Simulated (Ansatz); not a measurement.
Ca2Si: response to strain

Start from Ca2Si (space group Fm-3m, No. 225; a model cell, its experimental status unchecked).

```
CELL_PARAMETERS angstrom
      0.00000     3.58001     3.58001
      3.58001     0.00000     3.58001
      3.58001     3.58001     0.00000
ATOMIC_POSITIONS crystal
  Si 0.00000 0.00000 0.00000
  Ca 0.25000 0.25000 0.25000
  Ca 0.75000 0.75000 0.75000
```

Cartesian axes are those of the cell as printed.

Strains are applied to the cell and any free atomic positions relax.

Calculations: DFT with r2SCAN, PAW potentials and a 500 eV plane-wave cutoff in Ansatz (a quantum-chemistry and plane-wave program), spin-orbit coupling left out.

Candidates:
(a) uniaxial strain ε_yy = −4.12 %
(b) uniaxial strain ε_zz = −1.75 %
(c) strain tensor (xx, yy, zz, yz, xz, xy) = (+0.65, −0.59, +0.51, −1.00, +0.10, +1.44) %

Notes on the quantities. energy relative to the base: free energy F.

Question: Order them by energy relative to the base, lowest first.

Answer: (b) uniaxial strain ε_zz = −1.75 % (+2.6 meV/atom), (c) strain tensor (xx, yy, zz, yz, xz, xy) = (+0.65, −0.59, +0.51, −1.00, +0.10, +1.44) % (+3.3 meV/atom), (a) uniaxial strain ε_yy = −4.12 % (+15 meV/atom)

Whether these cells are dynamically stable was not tested.
